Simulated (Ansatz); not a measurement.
Take Mg2Sn (space group Fm-3m, No. 225; a = 6.746 Å) as the base.

Calculations: DFT with PBEsol, PAW potentials and a 420 eV plane-wave cutoff in Ansatz (a first-principles code), without spin-orbit coupling.

| level | band gap |
|---|---|
| PBEsol | zero |

Q: What does experiment give, and how far off is each level?

A: Measured: band gap 0.36 eV (temperature not stated; as listed in Byungki Ryu et al., Journal of the Korean Physical Society (2019)). Computed minus measured — band gap: PBEsol -0.36 eV. Measured values not marked as corrected hold thermal and zero-point effects that the static-lattice runs lack. A measured gap can be an optical one, lowered by exciton binding. Levels without spin-orbit coupling miss its effect on the gap.

Stability against distortions was not tested.
